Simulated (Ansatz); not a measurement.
What Au → Pt does to Au

Consider Au in the fcc (Cu type) structure (space group Fm-3m, No. 225; a = 4.124 Å).

One thing is altered: Pt takes the place of Au on all its sites, then cell and atoms are relaxed.

Calculations: plane-wave PAW DFT at the r2SCAN level (Ansatz, a first-principles code, 500 eV), no SOC. k-mesh 20×20×20 (Γ-centred); smearing 0.05 eV (Fermi–Dirac), for the changed cell.

```yaml
volume_per_atom: 15.29 Å³ (base 17.54 Å³)
lattice_parameter_a: 3.940 Å (base 4.124 Å)
space_group: Fm-3m (No. 225) (base Fm-3m (No. 225))
shortest_interatomic_distance: 2.786 Å (base 2.916 Å)
band_gap: zero (base zero)
```

Whether these cells are dynamically stable was not tested. The final runs are not spin-polarised.
